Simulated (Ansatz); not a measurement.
System: interstitial I in silicon (charge state -1). All values below come from PBE, PAW (plane waves to 420 eV; Ansatz, a program for electronic structure).

Cell of 64 host sites held at the relaxed PBE lattice; a 2×2×2 k-point mesh shifted by half a step; Fermi-Dirac width 0.01 eV, spin-restricted; finite-size errors left in. Static, classical nuclei. Spin-orbit coupling is left out. The charge state is imposed; whether it is stable for some Fermi level was not computed. Sites that were not tried may lie lower.

Relaxed starting cell (atoms counted from 1):

```
ISi64
1.0
   10.94000     0.00000     0.00000
    0.00000    10.94000     0.00000
    0.00000     0.00000    10.94000
Si I
64 1
Direct
  0.06409   0.07093   0.17601
  0.99877   0.99889   0.74784
  0.99874   0.50002   0.24908
  0.00104   0.49485   0.75449
  0.49770   0.00033   0.24827
  0.49674   0.00152   0.75289
  0.49793   0.50089   0.24868
  0.49887   0.49961   0.74884
  0.12401   0.37633   0.12297
  0.12325   0.37424   0.62336
  0.13350   0.87721   0.10989
  0.12407   0.87276   0.62483
  0.62405   0.37554   0.12535
  0.62400   0.37293   0.62441
  0.62290   0.87552   0.12387
  0.61480   0.87378   0.63218
  0.99843   0.25297   0.99549
  0.00007   0.24950   0.49638
  0.99858   0.75158   0.99826
  0.99668   0.73141   0.51789
  0.50161   0.25120   0.99785
  0.49937   0.24943   0.49936
  0.49794   0.74978   0.00084
  0.49679   0.75000   0.49908
  0.14244   0.14361   0.37216
  0.12360   0.12503   0.87224
  0.12090   0.62555   0.37553
  0.12390   0.62560   0.87483
  0.62281   0.12343   0.37406
  0.62538   0.12526   0.87342
  0.62005   0.62208   0.37391
  0.62238   0.62384   0.87708
  0.25666   0.00123   0.99031
  0.24938   0.00225   0.49955
  0.24895   0.50210   0.99947
  0.24787   0.50081   0.49872
  0.74839   0.99949   0.99836
  0.73438   0.99779   0.50903
  0.74986   0.49947   0.99952
  0.74751   0.49870   0.49948
  0.37901   0.38018   0.37652
  0.37337   0.37542   0.87433
  0.37239   0.87614   0.37425
  0.37738   0.87352   0.87223
  0.87362   0.37501   0.37422
  0.87319   0.37415   0.87339
  0.80054   0.80403   0.43957
  0.87279   0.87470   0.87315
  0.26148   0.26221   0.24498
  0.24882   0.25042   0.74786
  0.24465   0.75358   0.24944
  0.24973   0.75036   0.74995
  0.74843   0.24970   0.25013
  0.75125   0.24819   0.74669
  0.74061   0.74261   0.24473
  0.74585   0.74871   0.75140
  0.37594   0.12630   0.12131
  0.37450   0.12467   0.62519
  0.37123   0.62684   0.12672
  0.37240   0.62461   0.62427
  0.86928   0.13242   0.11603
  0.87396   0.12146   0.62011
  0.87466   0.62530   0.12386
  0.86952   0.61281   0.63695
  0.98473   0.93767   0.36040
```
Cell charge -1.

End state 1 differs by these moves (Å; atoms that move under 0.08 Å are left out):

| atom | element | Δx | Δy | Δz |
|---|---|---|---|---|
| 1 | Si | -1.50 | -1.50 | 0.00 |
| 4 | Si | -0.05 | 0.07 | -0.02 |
| 6 | Si | 0.07 | -0.05 | 0.02 |
| 10 | Si | 0.01 | 0.10 | 0.10 |
| 11 | Si | -0.14 | -0.14 | 0.00 |
| 16 | Si | 0.10 | 0.01 | -0.10 |
| 18 | Si | 0.00 | 0.16 | 0.14 |
| 19 | Si | -0.02 | -0.11 | -0.09 |
| 20 | Si | -0.01 | 0.19 | -0.20 |
| 25 | Si | 0.56 | 0.59 | 0.74 |
| 33 | Si | -0.11 | -0.02 | 0.09 |
| 34 | Si | 0.19 | -0.01 | 0.20 |
| 38 | Si | 0.16 | 0.00 | -0.14 |
| 47 | Si | 0.59 | 0.56 | -0.74 |
| 49 | Si | -0.07 | -0.05 | 0.00 |
| 55 | Si | -0.05 | -0.07 | 0.00 |
| 58 | Si | 0.12 | 0.04 | 0.13 |
| 64 | Si | 0.04 | 0.12 | -0.13 |
| 65 | I | 0.83 | 0.83 | 0.00 |

Problem. Predict the forward and backward barriers to end state 1 from PBE, PAW.

Solution. forward 1.18 eV, backward 1.18 eV; at the saddle point atom 1 has neighbours I at 2.43; 2 Si at 2.26 Å. The saddle point's order was not checked, and it lies on a symmetry element of the cell, where a band can be held.
